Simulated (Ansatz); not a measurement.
The starting structures come from a database of crystals and need not be the phases stable at ambient conditions.

 Where the default PAW files enter, the runs use the earlier of Ansatz's two default sets.

Inside the gap of an insulator the Bloch states are evanescent, with a wavenumber k + iκ along the transport direction.

Consider the following.

```
CELL_PARAMETERS angstrom
      5.14322     0.00000     0.00000
      2.57161     4.86143     0.00000
      2.57161     1.36033     4.24135
ATOMIC_POSITIONS crystal
  Rh 0.84919 0.45243 0.84919
  Rh 0.15081 0.54757 0.15081
  Rh 0.65081 0.04757 0.65081
  Rh 0.34919 0.95243 0.34919
  O  0.75000 0.75000 0.04986
  O  0.25000 0.25000 0.95014
  O  0.45014 0.75000 0.75000
  O  0.54986 0.25000 0.25000
  O  0.04986 0.75000 0.45014
  O  0.95014 0.25000 0.54986
```

Space group of this cell: R-3c, corundum. The cell is taken as given; by r2SCAN its mean pressure is -0.7 GPa.

Transport runs along the normal of the first two printed cell vectors, the (101) plane of the conventional cell.

The gap is the functional's own. No spin-orbit coupling. Mid-gap values are interpolated on the energy grid.

Task: State the band gap and the smallest decay constant κ at mid-gap according to r2SCAN run with Ansatz (a quantum-chemistry and plane-wave program).

Result: Gap 0.97 eV on a 8×8×8 mesh; κ = 0.292 1/Å, at (0.500, 0.000) of the in-plane reciprocal vectors. At the zone centre, at the nearest computed energy, the slowest state has κ = 0.34 1/Å.
